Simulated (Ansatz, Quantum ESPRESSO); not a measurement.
# Code comparison for NbFeF6 (R-3, 8 atoms in the cell)

Self-consistent single point.

```
NbFeF6
1.0
    2.74987     1.58764     4.78135
   -2.74987     1.58764     4.78135
    0.00000    -3.17528     4.78135
Nb Fe F
1 1 6
Direct
  0.50000   0.50000   0.50000
  0.00000   0.00000   0.00000
  0.16740   0.34185   0.74395
  0.83260   0.65815   0.25605
  0.74395   0.16740   0.34185
  0.25605   0.83260   0.65815
  0.34185   0.74395   0.16740
  0.65815   0.25605   0.83260
```
Moments meant for the start (each program seeds them in its own way; μB, in the order of the atoms Nb Fe F F F F F F): 1.0 4.0 0.0 0.0 0.0 0.0 0.0 0.0.

All programs got the same cell, k-point mesh and kind of occupations, and the same starting moments (in Ansatz's words: kpoints.mp_grid.grid = 3 3 3; magnetization.spin_polarized = true; scf.occupations.method = gaussian; scf.occupations.width = 0.1 eV); potentials, basis and cutoffs are each program's usual ones.

```
code                                                                               model  pressure (GPa)  largest force (eV/Å)  size of the net moment (μB/atom)  cutoff
----------------  ----------------------------------------------------------------------  --------------  --------------------  --------------------------------  ------
Quantum ESPRESSO  LDA (PW92), PseudoDojo standard norm-conserving (LDA) pseudopotentials          -10.24                 0.654                              0.38   90 Ry
Ansatz                                               LDA (PW92), PAW files made with PBE          -10.58                 0.658                              0.38  420 eV
```

The spread over the programs that give each value: pressure within 0.34 GPa; largest force within 0.004 eV/Å; size of the net moment within 0.00 μB/atom.

The starting cell comes from a database of computed structures (which also holds hypothetical and non-ambient phases and stackings), without a prior relaxation at this level. On Ansatz's run: The magnetic order is the one reached from the typed start; others were not searched systematically. The program warned that a starting moment was not kept. With a pressure of about -10 GPa the cell is away from its equilibrium volume at this level. Without a gap this mesh is coarse (it stands for a supercell whose shortest vector is 16 Å).

**Question.** Why do the programs differ, and what cannot be compared?

**Answer.** Differences of this kind can come from the potentials, where these differ, and from what each basis and cutoff leave unconverged. The zero of total energies and Fermi levels follows the potentials and each program's conventions, so they are not compared here. Ansatz's pressure is given at a fixed set of plane waves, as the other plane-wave codes print theirs; with its correction for the finite basis it is -10.07 GPa (the shift of 0.51 GPa shows how far the cutoff is from converged). Site moments depend on each program's spheres or projections; the total moment of the cell does not.

The shared mesh is coarse (it stands for a supercell whose shortest vector is 16 Å), so the values are not converged in it.

Left out of this page: ABINIT (stopped by limits of time or memory); GPAW and CP2K (failed or unconverged); Elk (unsound by tests on forces, stress, charge or solver warnings).

Ansatz is a quantum-chemistry and plane-wave program.

Keys are those of Ansatz 0.2.
